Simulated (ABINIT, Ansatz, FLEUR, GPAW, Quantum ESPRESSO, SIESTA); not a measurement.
AlFe₃C (Pm-3m, 5 atoms in the cell) computed with different codes at matched settings

Self-consistent single point.

```yaml
crystal:
  lattice:
    - [3.78978, 0.00000, 0.00000]
    - [0.00000, 3.78978, 0.00000]
    - [0.00000, 0.00000, 3.78978]
  atoms:
    - { symbol: Al, position: [0.00000, 0.00000, 0.00000] }
    - { symbol: Fe, position: [0.00000, 0.50000, 0.50000], spin: 4.0 }
    - { symbol: Fe, position: [0.50000, 0.00000, 0.50000], spin: 4.0 }
    - { symbol: Fe, position: [0.50000, 0.50000, 0.00000], spin: 4.0 }
    - { symbol: C, position: [0.50000, 0.50000, 0.50000] }
```
(The spins are starting values, not results.)

Shared settings, as Ansatz (a program for electronic structure) writes them: kpoints.mp_grid.grid = 7 7 7; scf.occupations.method = fermi_dirac; scf.occupations.width = 0.0073 Ry. Potentials and cutoffs stand in the table.

```
code                                                                                                                                      model  pressure (GPa)  size of the net moment (μB/atom)           cutoff
----------------  -----------------------------------------------------------------------------------------------------------------------------  --------------  --------------------------------  ---------------
ABINIT                                                           PBEsol, norm-conserving pseudopotentials (PseudoDojo nc-sr-04 PBEsol standard)          -13.57                              0.66          1225 eV
SIESTA            GGA PBEsol, numerical atomic orbitals TZP, PseudoDojo PBEsol standard norm-conserving potentials (rewritten from UPF to PSML)          -14.05                              0.66      grid 350 Ry
GPAW                                                                                      PBEsol, GPAW PAW datasets PBEsol (made by gpaw-setup)               –                              0.61           950 eV
Ansatz                                                                                                          PBEsol, PAW files made with PBE          -14.47                              0.61          default
Quantum ESPRESSO                                                                           PBEsol, SSSP 1.1.2 efficiency (PBE) pseudopotentials          -15.08                              0.61            75 Ry
FLEUR                                                                           PBEsol, all-electron FLAPW (FLEUR), scalar-relativistic valence               –                              0.61  Kmax 4.7 1/bohr
```

A dash marks a value that a program does not give, or that is left out as unsure.

On Ansatz's run: the magnetic order is the one reached from the typed start; others were not searched systematically.

The spread over the programs that give each value: pressure within 1.51 GPa; size of the net moment within 0.05 μB/atom.

SIESTA uses small atom-centred bases, whose incompleteness enters pressures, forces and empty levels differently from a plane-wave cutoff. FLEUR treats all electrons, but the usual bases taken here (sphere radii, linearisation, local orbitals, empty states) were not tested for convergence, so the values are no reference for the others. Ansatz's pressure is given at a fixed set of plane waves, as the other plane-wave codes print theirs; with its correction for the finite basis it is -14.31 GPa. The pressure of GPAW is left out: its cutoff lies under the one at which its stress was checked.

The starting cell comes from a database of computed structures (which also holds hypothetical and non-ambient phases and stackings), without a prior relaxation at this level.

Keys are those of Ansatz 0.2.
